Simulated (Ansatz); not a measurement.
Migration barriers: N-vacancy pair in 4H silicon carbide, charge state -1

System: N-vacancy pair (N on one host C site, one C site vacant) in 4H silicon carbide (charge state -1). These are PBE, PAW (plane waves to 420 eV; Ansatz, a program for electronic structure) values and carry that method's errors.

Cell of 72 host sites held at the relaxed PBE lattice; the Γ point alone; Fermi-Dirac width 0.01 eV, spin-restricted; finite-size errors left in. Energies are static. The charge state is imposed; whether it is stable for some Fermi level was not computed. Forms of the defect that were not tried may lie lower.

Barriers: single points on a 2×2×2 k-point mesh shifted by half a step along c at the bands' geometries (they differ from the bands' own by up to 0.68 eV, and are uncertain by about as much).

```csv
Route,Start site over the lowest site run (eV),Hop (Å),Forward barrier (eV),Backward barrier (eV),Neighbours at the start,Neighbours at the saddle,Saddle order,"Forward, on the band's own sampling (eV)"
one C atom jumps into the vacancy from a nearby C site (N-vacancy distance between ideal sites 3.09 Å throughout),0.84,2.87,3.35,3.35,"Si at 1.89, Si at 1.93, Si at 1.96, Si at 1.99 Å","Si at 1.79, 2 Si at 1.91 Å","not checked, on a symmetry element",2.67
```

Paths come from nudged elastic bands with a climbing image.  A band can be held on a symmetry element, so unchecked saddle points there may be too high. A further band (one C atom jumps into the vacancy from a nearby C site (N-vacancy distance between ideal sites 3.09 Å throughout), 3.19 Å) gave 2.48 eV forward on its own sampling, 3.00 eV above the lowest site run, but a shoulder points to a second hump between its images, so it is not taken as a result. A further band (N and the vacancy change places (N-vacancy distance between ideal sites 3.09 Å throughout), 3.53 Å) gave 1.83 eV forward on its own sampling, 2.34 eV above the lowest site run, but a shoulder points to a second hump between its images, so it is not taken as a result. A further band (one C atom jumps into the vacancy from a nearby C site (N-vacancy distance between ideal sites 3.09 → 4.38 Å), 3.01 Å) gave 2.38 eV forward on its own sampling, 2.89 eV above the lowest site run, but a shoulder points to a second hump between its images, so it is not taken as a result.
